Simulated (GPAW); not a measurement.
**Input and output of a self-consistent single point for WS₂ (P-6m2, 3 atoms in the cell) (GPAW)**

Method: LDA (Perdew-Wang 92), GPAW PAW datasets LDA (gpaw-data 1.0.1) (plane waves; GPAW).

Input:

```python
from ase import Atoms
from ase.units import GPa
from gpaw import GPAW

atoms = Atoms(['W', 'S', 'S'],
              cell=[[3.153913, 0.000000, 0.000000],
                    [-1.576957, 2.731369, 0.000000],
                    [0.000000, 0.000000, 16.792940]],
              positions=[[0.000000, 0.000000, 0.000000],
                         [-0.000002, 1.820914, 15.247990],
                         [-0.000002, 1.820914, 1.544950]],
              pbc=True)

calc = GPAW(mode={'name': 'pw', 'ecut': 550},
            xc='LDA',
            kpts={'size': (6, 6, 1), 'gamma': True},
            occupations={'name': 'fermi-dirac', 'width': 0.0},
            nbands=-8,
            convergence={'bands': -6},
            symmetry={'symmorphic': False, 'tolerance': 0.0005},
            maxiter=120)

atoms.calc = calc

energy = atoms.get_potential_energy()
print('Energy (eV):', round(energy, 6))
forces = atoms.get_forces()
print('Forces (eV/Ang):')
print(forces.round(5))
stress = atoms.get_stress()
print('Stress (GPa, Voigt):', (stress / GPa).round(4))
```

Output, abridged:

```
Input parameters:
  convergence: {bands: -6}
  kpts: {gamma: True,
         size: (6, 6, 1)}
  maxiter: 120
  mode: {ecut: 550,
         name: pw}
  nbands: -8
  occupations: {name: fermi-dirac,
                width: 0.0}
  symmetry: {symmorphic: False,
             tolerance: 0.0005}

species:
  W:
    name: Tungsten
    Z: 74.0
    valence: 14
    core: 60
    charge: 0.0
    file: W.LDA.gz

    # Using partial waves for W as LCAO basis

  S:
    name: Sulfur
    Z: 16.0
    valence: 6
    core: 10
    charge: 0.0
    file: S.LDA.gz

    # Using partial waves for S as LCAO basis

Reference energy: -460165.274101  # eV

Spin-paired calculation

Convergence criteria:
 Maximum [total energy] change in last 3 cyles: 0.0005 eV / valence electron
 Maximum integral of absolute [dens]ity change: 0.0001 electrons / valence electron
 Maximum integral of absolute [eigenst]ate change: 4e-08 eV^2 / valence electron
 Maximum number of scf [iter]ations: 120

Symmetries present (total): 12
Symmetries with fractional translations: 0
36 k-points: 6 x 6 x 1 Monkhorst-Pack grid + [1/12,1/12,0.000000]
7 k-points in the irreducible part of the Brillouin zone
       k-points in crystal coordinates                weights
   0:     0.00000000    0.00000000    0.00000000          1/36
   1:     0.16666667    0.00000000    0.00000000          6/36
   2:     0.33333333   -0.16666667    0.00000000          6/36
   3:     0.33333333    0.00000000    0.00000000          6/36
   4:     0.33333333    0.33333333    0.00000000          2/36
   5:     0.50000000    0.33333333    0.00000000         12/36
   6:     0.50000000    0.50000000    0.00000000          3/36

Wave functions: Plane wave expansion
  Cutoff energy: 550.000 eV
  Number of coefficients (min, max): 4193, 4290
  Pulay-stress correction: 0.000000 eV/Ang^3 (de/decut=0.000000)

Occupation numbers: # Zero width

Eigensolver

Densities:
  Coarse grid: 18*18*96 grid
  Fine grid: 36*36*192 grid
  Total Charge: 0.000000

Density mixing:
  Method: separate
  Backend: pulay
  Linear mixing parameter: 0.05
  old densities: 5
  Damping of long wavelength oscillations: 50

Hamiltonian:
  XC and Coulomb potentials evaluated on a 36*36*192 grid
  External potential:
    NoExternalPotential

Number of atoms: 3
Number of atomic orbitals: 21
Number of bands in calculation: 21
Number of valence electrons: 26
Bands to converge: 15

Density initialized from atomic densities
  21 bands from LCAO basis set

Atomic positions and initial magnetic moments

Positions:
   0 W      0.000000    0.000000    0.000000    ( 0.0000,  0.0000,  0.0000)
   1 S     -0.000002    1.820914   15.247990    ( 0.0000,  0.0000,  0.0000)
   2 S     -0.000002    1.820914    1.544950    ( 0.0000,  0.0000,  0.0000)

Unit cell:
           periodic     x           y           z      points  spacing
  1. axis:    yes    3.153913    0.000000    0.000000    18     0.1517
  2. axis:    yes   -1.576957    2.731369    0.000000    18     0.1517
  3. axis:    yes    0.000000    0.000000   16.792940    96     0.1749

  Lengths:   3.153913   3.153913  16.792940
  Angles:   90.000000  90.000000 120.000006

Effective grid spacing dv^(1/3) = 0.1669

     iter     time        total  log10-change:
                         energy   eigst   dens
iter:   1 --:--:--   -25.181434   +0.48
iter:   2 --:--:--   -25.190824   -0.63  -1.23
iter:   3 --:--:--   -24.923225   -1.36  -1.25
iter:   4 --:--:--   -24.887309   -1.43  -1.43
iter:   5 --:--:--   -24.873906   -1.90  -1.70
iter:   6 --:--:--   -24.915820   -1.94  -1.92
iter:   7 --:--:--   -24.848592   -2.15  -1.81
iter:   8 --:--:--   -24.849451   -2.89  -2.74
iter:   9 --:--:--   -24.848938c  -3.39  -2.56
iter:  10 --:--:--   -24.848312c  -4.01  -2.79
iter:  11 --:--:--   -24.848307c  -4.36  -3.33
iter:  12 --:--:--   -24.848300c  -4.82  -3.57
iter:  13 --:--:--   -24.848311c  -5.08  -3.58
iter:  14 --:--:--   -24.848309c  -5.24  -3.51
iter:  15 --:--:--   -24.848294c  -5.45  -3.57
iter:  16 --:--:--   -24.848292c  -5.72  -3.71
iter:  17 --:--:--   -24.848291c  -5.97  -3.75
iter:  18 --:--:--   -24.848291c  -6.29  -3.85
iter:  19 --:--:--   -24.848290c  -6.13  -3.88
iter:  20 --:--:--   -24.848289c  -6.70  -4.07c
iter:  21 --:--:--   -24.848288c  -6.75  -4.30c
iter:  22 --:--:--   -24.848288c  -7.24  -4.66c
iter:  23 --:--:--   -24.848288c  -7.39  -4.74c
iter:  24 --:--:--   -24.848288c  -7.69c -5.08c

Converged after 24 iterations.

Dipole moment: (-3.472784, 2.005018, 0.000000) |e|*Ang

Energy contributions relative to reference atoms: (reference = -460165.274101)

Kinetic:        +18.838726
Potential:      -20.201047
External:        +0.000000
XC:             -23.543581
Entropy (-ST):   +0.000000
Local:           +0.057614
SIC:             +0.000000
--------------------------
Free energy:    -24.848288
Extrapolated:   -24.848288

Showing only first 2 kpts
 Kpt  Band  Eigenvalues  Occupancy
  0    11     -2.53492    2.00000
  0    12     -0.88936    2.00000
  0    13      2.10536    0.00000
  0    14      2.10539    0.00000

  1    11     -2.20097    2.00000
  1    12     -1.21409    2.00000
  1    13      1.58743    0.00000
  1    14      1.98954    0.00000

Fermi level: 0.02903

Gap: 1.837 eV
Transition (v -> c):
  (s=0, k=0, n=12, [0.00, 0.00, 0.00]) -> (s=0, k=4, n=13, [0.33, 0.33, 0.00])
Direct/indirect transitions are different
Direct gap: 1.839 eV
Transition at: (s=0, k=4, n=12, [0.33, 0.33, 0.00])
Energy (eV): -24.848288

Forces in eV/Ang:
  0 W     0.00000    0.00000    0.00000
  1 S    -0.00000    0.00000   -0.05691
  2 S     0.00000   -0.00000    0.05691

Stress tensor:
     0.006561     0.000000     0.000000
     0.000000     0.006561     0.000000
     0.000000     0.000000    -0.000972
Stress (GPa, Voigt): [ 1.0512  1.0512 -0.1557  0.      0.      0.    ]
```

The run converged in 24 iterations. GPAW prints stress with tension positive.

The starting cell comes from a database of computed structures (which also holds hypothetical and non-ambient phases and stackings), without a prior relaxation at this level. Its lattice was rescaled by a random factor within 2.5 % of one. Spin-orbit coupling is off.

Cost on one core of a shared machine: roughly 40 s.
